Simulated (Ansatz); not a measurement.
Base system: Rh in the fcc (Cu type) structure (space group Fm-3m, No. 225; a = 3.7816 Å; relaxed with 0.1 eV smearing). Axes: x, y, z lie along the cube axes.

Structures relaxed with Ansatz (a quantum-chemistry and plane-wave program), PBEsol, PAW, cutoff 420 eV, no spin-orbit coupling.

Base:

Simulated powder pattern, Mo Kα, λ = 0.71073 Å (kinematic, ideal powder, no thermal factors, no anomalous dispersion; the 14 strongest lines at most, above 2 %, up to 2θ = 40°):

```json
[
 {"2θ (°)": "18.73", "I/Imax (%)": "100", "hkl": "(111)"},
 {"2θ (°)": "21.67", "I/Imax (%)": "49", "hkl": "(200)"},
 {"2θ (°)": "30.83", "I/Imax (%)": "33", "hkl": "(220)"},
 {"2θ (°)": "36.32", "I/Imax (%)": "39", "hkl": "(311)"},
 {"2θ (°)": "38.00", "I/Imax (%)": "11", "hkl": "(222)"}
]
```

It is then changed as follows: biaxial strain −2.50 %, plane normal [001], relaxed out of plane (Cartesian); in-plane vectors clamped, the third vector and the atoms free.

Question: How do the reflections move or split?

Answer: 
Simulated powder pattern, Mo Kα, λ = 0.71073 Å (kinematic, ideal powder, no thermal factors, no anomalous dispersion; the 14 strongest lines at most, above 2 %, up to 2θ = 40°):

```csv
2θ (°),I/Imax (%),hkl
18.92,100,(111)
21.18,18,(002)
22.23,31,(200)
30.89,23,(202)
31.64,11,(220)
35.81,14,(113)
37.12,25,(311)
38.39,11,(222)
```

The indices refer to the base's conventional cell; one index is shown for lines that coincide. The space group is now I4/mmm (No. 139).

Stability against distortions was not tested. The final runs are not spin-polarised.
